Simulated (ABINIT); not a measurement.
Pressure against volume in hcp Be (space group 194) (ABINIT, PBEsol)

```yaml
crystal:
  lattice:
    - [2.22351, 0.00000, 0.00000]
    - [-1.11176, 1.92562, 0.00000]
    - [0.00000, 0.00000, 3.47606]
  atoms:
    - { symbol: Be, position: [0.66667, 0.33333, 0.75000] }
    - { symbol: Be, position: [0.33333, 0.66667, 0.25000] }
```

Method: PBEsol, norm-conserving pseudopotentials (PseudoDojo nc-sr-04 PBEsol standard) (plane waves; ABINIT). Settings: pseudos = [Be.upf]; ecut = 1551 eV; occopt = 3; tsmear = 0.05 eV; ngkpt = 29 29 16; nshiftk = 1; shiftk = 0 0 0; potentials = PseudoDojo nc-sr-04 PBEsol standard; nband = 9; kptopt = 1; nstep = 100; tolvrs = 1e-11. The cell above is the first row's. The rows scale it uniformly. In all rows fractional positions and the k mesh are held.

```csv
V (Å^3/atom),P (GPa)
7.442,?
7.603,4.75
7.765,1.90
7.927,-0.70
8.089,-3.08
8.250,-5.25
8.412,-7.25
8.574,-9.08
8.736,-10.76
```

Fit P of the 8 rows that show it with a cubic. With u = V - 8.2, the rows have u = -0.5970, -0.4350, -0.2730, -0.1110, 0.0500, 0.2120, 0.3740, 0.5360. Least squares gives P = -4.598 - 13.236·u + 3.626·u² - 0.715·u³. Residuals (row less fit): 0.002, -0.005, 0.000, 0.003, 0.001, -0.002, -0.002, 0.001; standard error 0.003 (degrees of freedom: 4). The fitted pressure is zero at V0 = 7.882, where dP/dV = -15.76, so B0 = -V0·dP/dV = 124 GPa.

### Question
Estimate the missing P (V = 7.442); what did the run itself give?

### Answer
u = -0.7580, so P = -4.598 - 13.236 × (-0.7580) + 3.626 × (-0.7580)² - 0.715 × (-0.7580)³ = 7.830 GPa. The calculation gives 7.85 GPa, 0.020 GPa above the prediction (0.1 % of the range of P in the table). The row lies outside the fitted rows, so this is an extrapolation. From the scatter of the fitted rows alone, a prediction at this place has a standard error of 0.009 GPa, so the miss is 2.3 times that.

Carrying the step between the two nearest rows on in a straight line would have given 7.58, off by 0.27; series whose last step already gives the withheld value aren't shown. The scan was laid around a cell of about the measured size, scaled by a guess for this functional; axis ratios and inner coordinates come from that cell. The runs keep the symmetry of the cell, so they don't test it for distortions. The shape of the cell and the inner coordinates aren't relaxed, so V0 and B0 belong to this uniform scaling; a relaxed crystal lies no higher in energy and is usually softer. Cutoffs and mesh are single choices, not tested for convergence of this quantity. Series with a scatter that would blur these digits, or in which a gap closes, are not shown.
